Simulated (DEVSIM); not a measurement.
Structure: illuminated Si n-on-p cell, one wavelength, at 300 K.

Layer 1 from the left is Si, thickness (μm) 0.350, Nd (cm⁻³) 1e18, τn (s) 0.00011, τp (s) 7.5e-6, absorption coefficient (cm⁻¹) 4500. Layer 2 from the left is Si, thickness (μm) 83.0, Na (cm⁻³) 6.3e15, τn (s) 0.00075, τp (s) 0.00075, absorption coefficient (cm⁻¹) 4500.

Left contact: ohmic, minority hole recombination velocity 300 cm/s. Right contact: ohmic, minority electron recombination velocity 50000 cm/s. Voltage is applied to the left contact. Recombination: SRH at mid-gap, radiative, Auger. Light enters at the left, 1.8e18 photons cm⁻² s⁻¹, one pass, no reflection. Mobility is constant in doping.

The device is made up for the run: typed textbook-type constants, with dimensions and the other settings drawn at random. Values at 300 K.

Si: gap (eV) 1.124, affinity (eV) 4.05, permittivity 11.7, Nc (cm⁻³) 2.86e19, Nv (cm⁻³) 3.1e19, μn (cm²/Vs) 1417, μp (cm²/Vs) 470, B (cm³/s) 4.7e-15, Cn (cm⁶/s) 2.8e-31, Cp (cm⁶/s) 9.9e-32.

Model (solved in DEVSIM): 1D drift-diffusion, Boltzmann statistics, complete ionisation; no tunnelling, impact ionisation, image-force lowering or self-heating.

What does the simulation give for the potential step across the device at zero bias, the share of generated pairs collected at short circuit, the open-circuit voltage?

potential step across the device at zero bias 0.818 V; share of generated pairs collected at short circuit 0.984; open-circuit voltage 0.616 V.
